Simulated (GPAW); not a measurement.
# A self-consistent single point of MoSi2 (I4/mmm, 3 atoms in the cell) with GPAW

Method of the run: PBE, GPAW PAW datasets PBE (gpaw-data 1.0.1) (plane waves; GPAW 25.7.0).

Input as run:

```python
from ase import Atoms
from ase.units import GPa
from gpaw import GPAW

atoms = Atoms(['Si', 'Si', 'Mo'],
              cell=[[-1.578999, 1.578999, 3.861415],
                    [1.578999, -1.578999, 3.861415],
                    [1.578999, 1.578999, -3.861415]],
              scaled_positions=[[0.665000, 0.665000, 0.000000],
                                [0.335000, 0.335000, 0.000000],
                                [0.000000, 0.000000, 0.000000]],
              pbc=True)

calc = GPAW(mode={'name': 'pw', 'ecut': 600},
            xc='PBE',
            kpts=(15, 15, 15),
            occupations={'name': 'fermi-dirac', 'width': 0.05},
            nbands=-7,
            symmetry={'symmorphic': False, 'tolerance': 0.0005},
            maxiter=100,
            txt='-')

atoms.calc = calc

energy = atoms.get_potential_energy()
print('Energy (eV):', round(energy, 6))
forces = atoms.get_forces()
print('Forces (eV/Ang):')
print(forces.round(5))
stress = atoms.get_stress()
print('Stress (GPa, Voigt):', (stress / GPa).round(4))
```

Output, abridged:

```
Input parameters:
  kpts: [15 15 15]
  maxiter: 100
  mode: {ecut: 600,
         name: pw}
  nbands: -7
  occupations: {name: fermi-dirac,
                width: 0.05}
  symmetry: {symmorphic: False,
             tolerance: 0.0005}
  xc: PBE

species:
  Si:
    name: Silicon
    Z: 14.0
    valence: 4
    core: 10
    charge: 0.0
    file: Si.PBE.gz

    # Using partial waves for Si as LCAO basis

  Mo:
    name: Molybdenum
    Z: 42.0
    valence: 14
    core: 28
    charge: 0.0
    file: Mo.PBE.gz

    # Using partial waves for Mo as LCAO basis

Reference energy: -125906.761132  # eV

Spin-paired calculation

Convergence criteria:
 Maximum [total energy] change in last 3 cyles: 0.0005 eV / valence electron
 Maximum integral of absolute [dens]ity change: 0.0001 electrons / valence electron
 Maximum integral of absolute [eigenst]ate change: 4e-08 eV^2 / valence electron
 Maximum number of scf [iter]ations: 100

Symmetries present (total): 16
Symmetries with fractional translations: 0
3375 k-points: 15 x 15 x 15 Monkhorst-Pack grid
288 k-points in the irreducible part of the Brillouin zone
       k-points in crystal coordinates                weights
   0:     0.00000000    0.00000000    0.00000000          1/3375
   1:     0.06666667   -0.06666667    0.00000000          4/3375
   2:     0.06666667   -0.06666667    0.06666667          4/3375
   [... 7 lines left out ...]
          ...
 287:     0.46666667    0.46666667    0.46666667          8/3375

Wave functions: Plane wave expansion
  Cutoff energy: 600.000 eV
  Number of coefficients (min, max): 1267, 1303
  Pulay-stress correction: 0.000000 eV/Ang^3 (de/decut=0.000000)

Occupation numbers: Fermi-Dirac:
  width: 0.0500  # eV

Eigensolver

Densities:
  Coarse grid: 27*27*27 grid
  Fine grid: 54*54*54 grid
  Total Charge: 0.000000

Density mixing:
  Method: separate
  Backend: pulay
  Linear mixing parameter: 0.05
  old densities: 5
  Damping of long wavelength oscillations: 50

Hamiltonian:
  XC and Coulomb potentials evaluated on a 54*54*54 grid
  External potential:
    NoExternalPotential

XC parameters: PBE with 2 nearest neighbor stencil

Number of atoms: 3
Number of atomic orbitals: 21
Number of bands in calculation: 18
Number of valence electrons: 22
Bands to converge: occupied

Density initialized from atomic densities
  18 bands from LCAO basis set

Atomic positions and initial magnetic moments

Positions:
   0 Si    -0.000000    0.000000    5.135682    ( 0.0000,  0.0000,  0.0000)
   1 Si    -0.000000    0.000000    2.587148    ( 0.0000,  0.0000,  0.0000)
   2 Mo     0.000000    0.000000    0.000000    ( 0.0000,  0.0000,  0.0000)

Unit cell:
           periodic     x           y           z      points  spacing
  1. axis:    yes   -1.578999    1.578999    3.861415    27     0.1083
  2. axis:    yes    1.578999   -1.578999    3.861415    27     0.1083
  3. axis:    yes    1.578999    1.578999   -3.861415    27     0.0827

  Lengths:   4.460606   4.460606   4.460606
  Angles:  138.537182 138.537182  60.081267

Effective grid spacing dv^(1/3) = 0.1251

     iter     time        total  log10-change:
                         energy   eigst   dens
iter:   1 --:--:--   -24.316126
iter:   2 --:--:--   -24.145660   -0.61  -1.12
iter:   3 --:--:--   -23.493498   -1.17  -1.15
iter:   4 --:--:--   -23.521026   -2.71  -1.29
iter:   5 --:--:--   -23.446967   -1.59  -1.34
iter:   6 --:--:--   -23.431658   -3.28  -2.04
iter:   7 --:--:--   -23.426876   -3.19  -2.22
iter:   8 --:--:--   -23.429564c  -3.83  -2.67
iter:   9 --:--:--   -23.426870c  -3.84  -2.57
iter:  10 --:--:--   -23.426730c  -4.32  -3.04
iter:  11 --:--:--   -23.426715c  -6.18  -3.66
iter:  12 --:--:--   -23.426718c  -5.37  -3.73
iter:  13 --:--:--   -23.426715c  -5.42  -3.71
iter:  14 --:--:--   -23.426704c  -6.43  -3.86
iter:  15 --:--:--   -23.426703c  -7.22  -4.28c
iter:  16 --:--:--   -23.426703c  -8.30c -4.36c

Converged after 16 iterations.

Dipole moment: (-0.000000, -0.000000, 0.000000) |e|*Ang

Energy contributions relative to reference atoms: (reference = -125906.761132)

Kinetic:        +10.931236
Potential:       -9.392813
External:        +0.000000
XC:             -24.649478
Entropy (-ST):   -0.002048
Local:           -0.314625
SIC:             +0.000000
--------------------------
Free energy:    -23.427727
Extrapolated:   -23.426703

Showing only first 2 kpts
 Kpt  Band  Eigenvalues  Occupancy
  0     9     10.04127    2.00000
  0    10     13.15174    0.00089
  0    11     16.20330    0.00000
  0    12     16.40925    0.00000

  1     9     10.65817    2.00000
  1    10     12.60562    1.92235
  1    11     15.75026    0.00000
  1    12     16.14134    0.00000

Fermi level: 12.76608

No gap
No difference between direct/indirect transitions
Energy (eV): -23.426703

Forces in eV/Ang:
  0 Si    0.00000    0.00000    0.13833
  1 Si    0.00000   -0.00000   -0.13833
  2 Mo   -0.00000   -0.00000    0.00000

Stress tensor:
    -0.082306    -0.000000     0.000000
    -0.000000    -0.082306     0.000000
     0.000000     0.000000    -0.096240
Stress (GPa, Voigt): [-13.1868 -13.1868 -15.4193   0.       0.      -0.    ]
```

The run converged in 16 iterations. GPAW prints stress with tension positive.

The starting cell has typed, rounded lattice constants, without a prior relaxation at this level. Its lattice was rescaled by a random factor within 2.5 % of one. Spin polarisation is off. With a pressure of about 14 GPa the cell is away from its equilibrium volume at this level.

Cost on one core of a shared machine: roughly 7 min.
